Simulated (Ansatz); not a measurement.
**Pressure series in hypothetical rutile SnSe2**

Start from SnSe2 in the rutile structure (space group P4_2/mnm, No. 136; a = 6.564 Å, c = 4.025 Å; a hypothetical phase, not in the database extracts checked).

Cell and atoms are relaxed at each pressure.

All numbers come from PBE (Ansatz, a quantum-chemistry and plane-wave program; PAW; 420 eV plane waves; without spin-orbit coupling), earlier PAW set.

Notes on the quantities. enthalpy: H = E + PV relative to the base's energy.

```json
[
 {"case": "base", "enthalpy": "–", "lattice parameter a": "6.564 Å"},
 {"case": "pressure −2 GPa", "enthalpy": "-0.37 eV/atom", "lattice parameter a": "6.868 Å"},
 {"case": "pressure −1 GPa", "enthalpy": "-0.18 eV/atom", "lattice parameter a": "6.666 Å"},
 {"case": "pressure 0.9 GPa", "enthalpy": "+0.16 eV/atom", "lattice parameter a": "6.495 Å"},
 {"case": "pressure 2.1 GPa", "enthalpy": "+0.37 eV/atom", "lattice parameter a": "6.421 Å"},
 {"case": "pressure 4.5 GPa", "enthalpy": "+0.78 eV/atom", "lattice parameter a": "6.307 Å"},
 {"case": "pressure 9 GPa", "enthalpy": "+1.50 eV/atom", "lattice parameter a": "6.153 Å"},
 {"case": "pressure 15 GPa", "enthalpy": "+2.41 eV/atom", "lattice parameter a": "6.001 Å"},
 {"case": "pressure 22.5 GPa", "enthalpy": "+3.48 eV/atom", "lattice parameter a": "5.852 Å"},
 {"case": "pressure 30 GPa", "enthalpy": "+4.50 eV/atom", "lattice parameter a": "5.721 Å"}
]
```

Load acts through the strain it causes; cell and atoms are relaxed under it. Stability against distortions was not tested. Competing high-pressure phases were not computed. All final runs are without spin polarisation.
